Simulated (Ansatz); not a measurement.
Thickness series in hypothetical P6_3/mmc PbI2

Consider PbI2 in the 2H-MoS2 type structure (space group P6_3/mmc, No. 194; a = 4.273 Å, c = 14.362 Å; a hypothetical phase, not in the database extracts checked).

Free-standing slabs (3 atom(s) a layer) normal to the stacking axis with 15 Å of vacuum; in-plane cell relaxed.

Method: PBEsol-D3(BJ) (Ansatz, an electronic-structure program; PAW; 420 eV plane waves; scalar-relativistic without spin-orbit coupling), earlier PAW set.

Notes on the quantities. excess energy per area of both faces: slab less bulk energy over the cell's area: twice a surface energy.

```tsv
variant	shortest interatomic distance	smallest direct gap	band gap	excess energy per area of both faces	gap character
base	3.202 Å	2.01 eV	1.39 eV	–	–
1 layer	3.211 Å	2.72 eV	2.22 eV	0.35 J/m²	indirect, K–Γ (67 % along) → K
2 layers	…	…	…	0.36 J/m²	…
3 layers	3.203 Å	2.02 eV	1.66 eV	0.36 J/m²	indirect, K–Γ (87 % along) → K
4 layers	3.202 Å	1.92 eV	1.58 eV	0.36 J/m²	indirect, K–Γ (87 % along) → K
```

### Question
Some entries are withheld; estimate them.

### Answer

- 2 layers, shortest interatomic distance: 3.205 Å
- 2 layers, smallest direct gap: 2.25 eV
- 2 layers, band gap: 1.83 eV
- 2 layers, gap character: indirect, K–Γ (83 % along) → K

The excess energy carries the mismatch between the slab's and the bulk's meshes. With I and Pb present, leaving out spin-orbit coupling can change the band edges. Whether these cells are dynamically stable was not tested. Labels are those of the standard path for the cell's own space group.
